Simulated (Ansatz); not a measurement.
Worked calculations on one periodic cell of amorphous Al$_{28}$O$_{45}$H$_{6}$: Al28O45H6, 79 atoms, volume 836.5 Å³, made by a melt-quench on the CHGNet potential and relaxed with DFT. O atoms were pushed apart under 1.9 Å during the dynamics, to hinder bonds among them. It is a model cell: composition and starting density were chosen by hand, and all elements were melted together. Cycles of charging were run to anneal it. Level of theory: PBE, scalar-relativistic without spin-orbit coupling (plane waves to 420 eV, PAW; Ansatz, a quantum-chemistry and plane-wave program). Sampling: a 2×2×2 Γ-centred mesh; Fermi-Dirac width 0.02 eV; no spin polarisation. Its volume was relaxed, its shape was held as a cube, and it stands at a mean pressure of 0.1 GPa with stress components up to 3.3 GPa; the relaxation ran on the zone centre alone. Its density went from a set 2.95 to 2.94 g/cm³. The cell is small and was quenched far faster than a real film, so it is one sample of the glass.

Task: Count formal charges (Al +3, O -2, H +1). What does the count lead one to expect at the Fermi level, and what does the calculation give?

Result: 28 × (+3) + 45 × (-2) + 6 × (+1) = 0. The charges balance, so the anion-derived valence states can be full and a gap can open. On this mesh the highest filled and lowest empty level lie 3.42 eV apart, the PBE gap of this cell, with a localised state at one edge or both.

Four energies for an added electron at PBE on the zone centre alone (charged cells in a uniform background, spin-polarised): neutral at the neutral geometry -40771.992 eV; charged at the neutral geometry -40763.991 eV; charged and relaxed -40764.033 eV; neutral at the charged geometry -40771.936 eV.

Task: Find the two relaxation energies and their sum, the reorganisation energy.

Result: On charging: -40763.991 − (-40764.033) = 0.042 eV. On discharging: -40771.936 − (-40771.992) = 0.056 eV. The sum is 0.098 eV. The carrier's level spreads over 56 of the 79 atoms' worth, more than a fifth of the atoms or a third of the atoms of its main element (six at least), and the sum is small, so it counts as a band carrier, whose relaxation energy shrinks as the cell grows. PBE's self-interaction favours spread-out carriers, so a hybrid can localise more.

Four energies for a hole at PBE on the zone centre alone (charged cells in a uniform background, spin-polarised): neutral at the neutral geometry -40771.992 eV; charged at the neutral geometry -40776.480 eV; charged and relaxed -40776.662 eV; neutral at the charged geometry -40771.424 eV.

Task: Find the two relaxation energies and their sum, the reorganisation energy.

Result: On charging: -40776.480 − (-40776.662) = 0.182 eV. On discharging: -40771.424 − (-40771.992) = 0.568 eV. The sum is 0.750 eV. The carrier's level spreads over 5 of the 79 atoms' worth, so it counts as localised, most on one O atom with neighbours Al 1.73 Å, Al 1.82 Å, Al 2.31 Å (neutral geometry). The values are uncorrected: the image energy of a point charge in this cell, 2.84 × 14.40 / (2 × 9.4) = 2.2 eV before screening, is screened by electrons alone at the fixed geometry and by ions too after relaxing, and the carrier can be spread before it relaxes, so each term can be off by up to that value times 1/ε∞, some tenths of an eV. PBE's self-interaction favours spread-out carriers, so a hybrid can localise more.
